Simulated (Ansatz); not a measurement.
The starting structures come from a database of crystals and need not be the phases stable at ambient conditions.

 Where the default PAW files enter, the runs use the earlier of Ansatz's two default sets.

Tunnelling through a barrier is set by its complex band structure: the current falls as exp(−2κd) with the smallest κ.

Consider the following.

```
CELL_PARAMETERS angstrom
      4.24241     0.00000     0.00000
     -2.12120     3.67403     0.00000
      0.00000     0.00000    20.50402
ATOMIC_POSITIONS crystal
  Cd 0.66667 0.33333 0.33288
  Cd 0.33333 0.66667 0.66712
  Cd 0.00000 0.00000 0.00000
  I  0.33333 0.66667 0.08439
  I  0.66667 0.33333 0.91561
  I  0.33333 0.66667 0.41726
  I  0.66667 0.33333 0.58274
  I  0.00000 0.00000 0.24852
  I  0.00000 0.00000 0.75148
```

Space group of this cell: P-3m1. The cell was relaxed by PBE-D3(BJ); by PBEsol its mean pressure is -0.7 GPa.

Transport runs along the normal of the first two printed cell vectors, the (001) plane of the conventional cell.

The gap is the functional's own. No spin-orbit coupling. Mid-gap values are interpolated on the energy grid.

Question: Compute, with PBEsol (Ansatz, a quantum-chemistry and plane-wave program), the band gap and the smallest decay constant κ at mid-gap.

Answer: Gap 2.09 eV on a 12×12×2 mesh; κ = 0.173 1/Å, at the zone centre.
